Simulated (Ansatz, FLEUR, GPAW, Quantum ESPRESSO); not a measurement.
Code comparison for LaCu2Ge2 (I4/mmm, 5 atoms in the cell)

Self-consistent single point, at a second geometry (lattice scaled by 0.98). First geometry:

```yaml
crystal:
  lattice:
    - [-2.11040, 2.11040, 5.06618]
    - [2.11040, -2.11040, 5.06618]
    - [2.11040, 2.11040, -5.06618]
  atoms:
    - { symbol: La, position: [0.00000, 0.00000, 0.00000] }
    - { symbol: Cu, position: [0.25000, 0.75000, 0.50000] }
    - { symbol: Cu, position: [0.75000, 0.25000, 0.50000] }
    - { symbol: Ge, position: [0.62606, 0.62606, 0.00000] }
    - { symbol: Ge, position: [0.37394, 0.37394, 0.00000] }
```

Shared settings, as Ansatz (a program for electronic structure) writes them: kpoints.mp_grid.grid = 7 7 7; scf.occupations.method = gaussian; scf.occupations.width = 0.0037 Ry. Potentials and cutoffs stand in the table.

```json
[
 {"code": "FLEUR", "model": "LDA (Perdew-Zunger), all-electron FLAPW (FLEUR), scalar-relativistic valence", "ΔF from the first geometry (meV/atom)": "–", "pressure (GPa)": "–", "largest force (eV/Å)": "0.050", "cutoff": "Kmax 3.8 1/bohr"},
 {"code": "Ansatz", "model": "LDA (PW92), PAW files made with PBE", "ΔF from the first geometry (meV/atom)": "-17.9", "pressure (GPa)": "0.54", "largest force (eV/Å)": "0.038", "cutoff": "30.9 Ry"},
 {"code": "GPAW", "model": "LDA (Perdew-Wang 92), GPAW PAW datasets LDA (gpaw-data 1.0.1)", "ΔF from the first geometry (meV/atom)": "-14.6", "pressure (GPa)": "0.87", "largest force (eV/Å)": "0.012", "cutoff": "800 eV"},
 {"code": "Quantum ESPRESSO", "model": "LDA (PZ), PSlibrary ultrasoft (LDA) pseudopotentials", "ΔF from the first geometry (meV/atom)": "-12.8", "pressure (GPa)": "1.45", "largest force (eV/Å)": "0.018", "cutoff": "85 Ry"}
]
```

A dash marks a value that a program does not give, or that is left out as unsure.

On Ansatz's run: spin polarisation is off.

The spread over the programs that give each value: ΔF from the first geometry within 5.1 meV/atom; pressure within 0.91 GPa; largest force within 0.038 eV/Å.

FLEUR treats all electrons, but the usual bases taken here (sphere radii, linearisation, local orbitals, empty states) were not tested for convergence, so the values are no reference for the others. Ansatz's pressure is given at a fixed set of plane waves, as the other plane-wave codes print theirs; with its correction for the finite basis it is 0.60 GPa. The same LDA comes in different parametrisations, which differ slightly.

The starting cell comes from a database of computed structures (which also holds hypothetical and non-ambient phases and stackings), without a prior relaxation at this level. For this run, on top of that: lattice scaled by 0.98.

Left out of this page: Elk (not drawn, or without a comparable value).

Keys are those of Ansatz 0.2.
